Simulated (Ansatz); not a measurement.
Consider the following.

```
BN
1.0
    0.00000     1.80690     1.78011
    1.80690     0.00000     1.78011
    1.80690     1.80690     0.00000
B N
1 1
Direct
  0.00000   0.00000   0.00000
  0.25000   0.25000   0.25000
```

All values below come from r2SCAN, rigid bands (plane waves, PAW, scalar-relativistic; Ansatz, a first-principles code). Condition of this run: uniaxial stress along [001] of 9 GPa (compression positive) (the target of the relaxation). Geometry: cell and atoms relaxed with PBEsol, then loaded as said.

Question: Predict the hole conductivity mass (n e² τ/σ) at 300 K, by direction if it differs.

Answer: 0.66 (x), 0.66 (y), 0.77 (z) mₑ.

Question: What conductivity effective mass do dilute electrons have at 300 K?

Answer: 0.30 (x), 0.30 (y), 0.86 (z) mₑ.

Question: And the band gap?

Answer: 4.73 eV at this level; semilocal functionals usually fall short of the measured gap.

Rigid bands, one relaxation time for all states, no polarons. Spin-orbit coupling is left out. Geometry: cell and atoms relaxed with PBEsol.
